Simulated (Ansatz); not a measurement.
How the bulk modulus of BP (model structure, started from the rocksalt type, Fm-3m, No. 225, 2 atoms in the cell) moves with the method

No measured value is used here.

```csv
level (code),value (GPa),cell (Å³/atom)
LDA (Ansatz),[?],9.70
PBE (Ansatz),160,10.09
PBEsol (Ansatz),171,9.87
r²SCAN (Ansatz),160,10.08
```

### Question
Complete the blanks.

### Answer

- LDA (Ansatz, an electronic-structure program), value (GPa): 175

LDA, PBE, PBEsol, r²SCAN: the bulk modulus is −V dP/dV from two relaxed cells at ±2 % in volume. Each level is taken at its own relaxed cell. Cutoffs differ between the levels. Ansatz's density-functional and Hartree–Fock values are scalar-relativistic unless marked +SOC, with PAW data made under PBE.

A model structure was made by putting elements into a prototype or built by hand; it is no filed structure, need not be a known phase, and can be a saddle point held by its symmetry.
